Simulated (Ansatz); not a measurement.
The parent structure is Cu in the fcc (Cu type) structure (space group Fm-3m, No. 225).

Cu has the cubic space group Fm-3m (No. 225), the fcc (Cu type) structure, Pearson symbol cF4. Cell: a = b = c = 3.579 Å, α = β = γ = 90.00°. Cu on 4a sees 12 Cu at 2.531 Å (cuboctahedral). (Neighbours: up to the widest gap in distance over summed covalent radii, below 1.35, at either atom.)
(The calculation used a cell of 1 atom; values per cell refer to that cell.)

Computed with Kohn–Sham DFT with the r2SCAN functional, run in Ansatz (a first-principles code) with PAW and 500 eV plane waves, no spin-orbit coupling, earlier PAW set.

For the base:

```
Item                                Value
-----------------------------  ----------
Shortest interatomic distance  4.782 bohr
Density                        9.21 g/cm³
```

The change: hydrostatic tension (pressure −1 GPa).

**Question.** How does this affect the shortest interatomic distance?

**Answer.** The shortest interatomic distance grows by 0.010 bohr (4.782 bohr → 4.792 bohr).

**Question.** Predict the new density.

**Answer.** The density shrinks by 0.06 g/cm³ (9.21 g/cm³ → 9.15 g/cm³).

Load acts through the strain it causes; cell and atoms are relaxed under it. No phonon test of stability was made. All final runs are without spin polarisation.
